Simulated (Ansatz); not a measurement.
# A computed series for LiTaO3: pressure series

The reference is LiTaO3 (space group P4/mbm, No. 127; a = 5.3692 Å, c = 3.9149 Å; a cell from a computed database, its experimental status unchecked).

Cell and atoms are relaxed at each pressure.

Computed with PBEsol, PAW, 420 eV (Ansatz, a first-principles code; no SOC).

Notes on the quantities. enthalpy: H = E + PV relative to the base's energy.

```tsv
change	smallest direct gap	band gap	enthalpy	lattice parameter a
base	2.72 eV	2.41 eV	–	10.146 bohr
pressure −2 GPa	…	2.39 eV	-0.14 eV/atom	10.200 bohr
pressure −1 GPa	2.73 eV	…	-0.07 eV/atom	10.172 bohr
pressure 0.3 GPa	2.72 eV	2.41 eV	+0.02 eV/atom	10.139 bohr
pressure 0.7 GPa	2.71 eV	2.42 eV	+0.05 eV/atom	…
pressure 1.5 GPa	2.70 eV	2.42 eV	+0.11 eV/atom	10.109 bohr
pressure 3 GPa	2.68 eV	2.44 eV	+0.21 eV/atom	10.074 bohr
pressure 5 GPa	…	2.46 eV	+0.35 eV/atom	10.029 bohr
pressure 7.5 GPa	2.63 eV	2.48 eV	+0.52 eV/atom	9.978 bohr
pressure 10 GPa	2.61 eV	2.50 eV	+0.68 eV/atom	9.929 bohr
```

Task: Some entries are withheld; estimate them.

Result: 
- pressure −2 GPa, smallest direct gap: 2.74 eV
- pressure −1 GPa, band gap: 2.40 eV
- pressure 0.7 GPa, lattice parameter a: 10.129 bohr
- pressure 5 GPa, smallest direct gap: 2.66 eV

With Ta present, leaving out spin-orbit coupling can change the band edges. Load acts through the strain it causes; cell and atoms are relaxed under it. Stability against distortions was not tested. Competing high-pressure phases were not computed.
